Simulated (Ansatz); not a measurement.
Mg₄N₂O (model structure, started from the Ca4P2O type, I4/mmm, No. 139, 7 atoms in the cell): properties by level of theory

```csv
level (code),equilibrium lattice constant a (Å),lattice parameter c (Å),bulk modulus B0 (GPa),cohesive energy (eV/atom),band gap (eV)
LDA (Ansatz),3.714,11.179,125,4.38,1.10
PBE (Ansatz),3.802,11.397,107,3.68,0.72
PBEsol (Ansatz),3.765,11.316,114,3.97,0.83
r²SCAN (Ansatz),3.748,11.304,122,3.81,1.49
```

Computed values are for a static lattice.  Each level is taken at its own relaxed cell. Cutoffs differ between the levels. Ansatz's density-functional and Hartree–Fock values are scalar-relativistic unless marked +SOC, with PAW data made under PBE.

Caveats: the bulk modulus is −V dP/dV from two relaxed cells at ±2 % in volume (LDA, PBE, PBEsol, r²SCAN). Ansatz's density-functional and Hartree–Fock values are scalar-relativistic unless marked +SOC, with PAW data made under PBE.

Free atoms are spin-polarised, in the lowest state found; at levels without +SOC their spin–orbit coupling is left out.

A model structure was made by putting elements into a prototype or built by hand; it is no filed structure, need not be a known phase, and can be a saddle point held by its symmetry.

Ansatz is a program for electronic structure.
